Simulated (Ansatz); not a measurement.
Start from Au in the fcc (Cu type) structure (space group Fm-3m, No. 225; a = 4.125 Å; relaxed with 0.1 eV smearing). Axes: x, y, z lie along the cube axes.

Level of theory: Ansatz (a first-principles code), r2SCAN, PAW, cutoff 500 eV, scalar-relativistic without spin-orbit coupling.

For the base:

The pressure comes out as 0.0 GPa.

The change: tensile biaxial strain of 2.00 % in the plane normal to [001], as in epitaxy on a mismatched substrate; the out-of-plane cell vector and the atoms relax.

Task: What happens to the out-of-plane strain?

Result: The out-of-plane strain comes out as -3.53 %.

Task: How does this affect the pressure?

Result: The pressure (mean of the normal stresses, compression positive) goes from zero to -0.5 GPa.

Task: Estimate the effect on the energy relative to the base.

Result: The energy rises by 1.6 meV/atom.

No phonon test of stability was made.
